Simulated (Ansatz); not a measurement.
Base system: HfSi2 (space group Cmcm, No. 63; a = 3.6503 Å, b = 14.3497 Å, c = 3.6352 Å). Axes: x, y, z lie along a, b, c of the conventional cell.

Method: Kohn–Sham DFT with the PBEsol functional, run in Ansatz (a quantum-chemistry and plane-wave program) with PAW and 420 eV plane waves, no SOC.

Strains are applied to the cell and any free atomic positions relax.

One change was made to it. Results:

The energy goes up by 4.0 meV/atom; the band gap stays zero; the pressure (mean of the normal stresses, compression positive) stays essentially unchanged (0.0 GPa against 0.1 GPa).

Q: Which of these changes matches the shifts?
A. tensor shear ε_xy = +1.31 %
B. uniaxial strain ε_xx = −5.13 %
C. uniaxial strain ε_xx = +2.01 %

A: A, tensor shear ε_xy = +1.31 %. For comparison, the pressure in the other runs: uniaxial strain ε_xx = +2.01 % gives -2.8 GPa; uniaxial strain ε_xx = −5.13 % gives 8.9 GPa.

Without a gap, meshes like the base's 13×13×13 leave anisotropic stresses uncertain by several tenths of a GPa, and small strain energies with them. Whether these cells are dynamically stable was not tested. All final runs are without spin polarisation.
